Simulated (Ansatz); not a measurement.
# Mg on the Ga site + 1 H (wurtzite GaN host)

Calculation: PBE, PAW (plane waves to 420 eV; Ansatz, a program for electronic structure). Cell: 192 sites, 4×2×3 repeats of a cell of 8 atoms; final energies on a 2×2×2 shifted mesh. Sites at the start: the Ga site; H antibonding at the dopant. Finite-size correction: monopole term and site-potential alignment. Dielectric constants: PBE linear response of the host. Host gap at this level: 1.71 eV. A cell of this size leaves errors of a few tenths of an eV. Levels are measured in PBE's own, too narrow, gap. Spin–orbit coupling is left out. Each state is the lowest found from its start.

The name describes the start; the neighbours show where the atoms ended.

Charges with a result: +1, 0. Others weren't obtained, and one of them could lie lower, also by skipping a charge.

```json
[
 {"charge": "+1*", "moment (μB)": "quenched", "largest move off a lattice site (Å)": "0.37", "neighbours of the last H atom of the defect at the end (Å)": "N 1.03, Mg 1.83, Ga 2.20, Ga 2.26, N 2.27, Ga 2.45", "image correction with alignment (eV)": "–"},
 {"charge": "0", "moment (μB)": "not spin-polarised", "largest move off a lattice site (Å)": "0.37", "neighbours of the last H atom of the defect at the end (Å)": "N 1.03, Mg 1.83, Ga 2.22, Ga 2.24, N 2.27, Ga 2.45", "image correction with alignment (eV)": "0.00"}
]
```

* At this level the carrier isn't localised at the defect: at charge +1 holes occupy the valence band. Such a state is shallow or no state of the defect, and this cell gives it no level.

Starting moments that weren't kept: charge +1 began with 1 μB and ended with 0.0.

Not the lowest form: the same atoms on another site or from another start ended lower, by 0.25 eV at charge 0.

Flagged in the runs: a host whose relaxation on this sampling wasn't shown to rest.
